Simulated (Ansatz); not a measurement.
## How a calculation on LaMg14Ni (P1, 16 atoms in the cell) responds to its settings

```
CELL_PARAMETERS angstrom
     10.26429     0.00000     0.00000
      0.00000     3.03333     5.93058
      0.00000    -3.03333     5.93058
ATOMIC_POSITIONS crystal
  La 0.49464 0.69457 0.69528
  Mg 0.99775 0.15689 0.18315
  Mg 0.99495 0.66590 0.66572
  Mg 0.50487 0.17943 0.70566
  Mg 0.49645 0.71237 0.18303
  Mg 0.00451 0.17936 0.66329
  Mg 0.00583 0.66846 0.17454
  Mg 0.24727 0.32202 0.82583
  Mg 0.74777 0.82703 0.32343
  Mg 0.75299 0.32926 0.82106
  Mg 0.24626 0.82495 0.33191
  Mg 0.30098 0.30375 0.31068
  Mg 0.71072 0.31666 0.29751
  Mg 0.22738 0.82661 0.83725
  Mg 0.77249 0.83972 0.83238
  Ni 0.49513 0.15300 0.14925
```

Base run A: LDA (PW92), default PAW files made with PBE run with Ansatz (an electronic-structure program), self-consistent single point.

Its settings: kpoints.mp_grid.grid = 2 3 3; hamiltonian.xc = lda; hamiltonian.pseudopotentials = {kind: paw} (the program's default PAW files); scf.occupations.method = methfessel_paxton; scf.occupations.width = 0.136 eV.

The starting cell comes from a database of computed structures (which also holds hypothetical and non-ambient phases and stackings), without a prior relaxation at this level. Its atoms were displaced at random from the sites of space group no. 38. Spin polarisation is off. Ansatz's pressure includes its estimate of the finite-basis (Pulay) stress. Without a gap this mesh is coarse (it stands for a supercell whose shortest vector is 18 Å).

ΔF is the free energy per atom less that of run A. 

Run A gave: pressure (GPa) -2.27; largest force (eV/Å) 0.445; TS (meV/atom) -0.7; k-points 10.

Runs:
- B: kpoints.mp_grid.grid, scf.occupations.width = 1 1 1, 0.03 eV
- C: kpoints.mp_grid.grid, scf.occupations.width = 1 1 1, 0.1 eV
- D: kpoints.mp_grid.grid, scf.occupations.width = 1 1 1, 0.3 eV
- E: kpoints.mp_grid.grid, scf.occupations.width = 1 2 2, 0.03 eV
- F: kpoints.mp_grid.grid, scf.occupations.width = 1 2 2, 0.1 eV
- G: kpoints.mp_grid.grid, scf.occupations.width = 1 2 2, 0.3 eV
- H: kpoints.mp_grid.grid, scf.occupations.width = 2 3 3, 0.03 eV
- I: kpoints.mp_grid.grid, scf.occupations.width = 2 3 3, 0.1 eV
- J: kpoints.mp_grid.grid, scf.occupations.width = 2 3 3, 0.3 eV
- K: kpoints.mp_grid.grid, scf.occupations.width = 2 4 4, 0.03 eV
- L: kpoints.mp_grid.grid, scf.occupations.width = 2 4 4, 0.1 eV
- M: kpoints.mp_grid.grid, scf.occupations.width = 2 4 4, 0.3 eV

What does run J change against A?

The free energy stays essentially unchanged (within 1 meV/atom), the pressure stays at -2.27 GPa and the largest force goes from 0.445 to 0.425 eV/Å.

What does run K change against A?

The free energy drops by 9.4 meV/atom, the pressure stays near -2.35 GPa while the yy stress (positive for compression) goes from -3.20 to -2.59 GPa and the largest force goes from 0.445 to 0.434 eV/Å.

| run | ΔF (meV/atom) | pressure (GPa) | largest force (eV/Å) | TS (meV/atom) | k-points |
|---|---|---|---|---|---|
| A | 0.00 | -2.27 | 0.445 | -0.7 | 10 |
| B | 354.9 | -2.36 | 0.440 | 0.7 | 1 |
| C | 353.9 | -2.36 | 0.457 | 1.5 | 1 |
| D | 350.9 | -2.24 | 0.428 | 4.5 | 1 |
| E | -29.3 | -2.41 | 0.512 | 0.2 | 4 |
| F | -29.7 | -2.41 | 0.517 | 0.7 | 4 |
| G | -29.0 | -2.43 | 0.519 | -3.1 | 4 |
| H | -0.18 | -2.26 | 0.456 | 0.1 | 10 |
| I | -0.17 | -2.26 | 0.450 | -0.4 | 10 |
| J | 0.18 | -2.27 | 0.425 | 1.3 | 10 |
| K | -9.4 | -2.35 | 0.434 | 0.0 | 20 |
| L | -9.6 | -2.34 | 0.427 | 0.7 | 20 |
| M | -10.7 | -2.34 | 0.417 | 0.0 | 20 |

Keys are those of Ansatz 0.2.
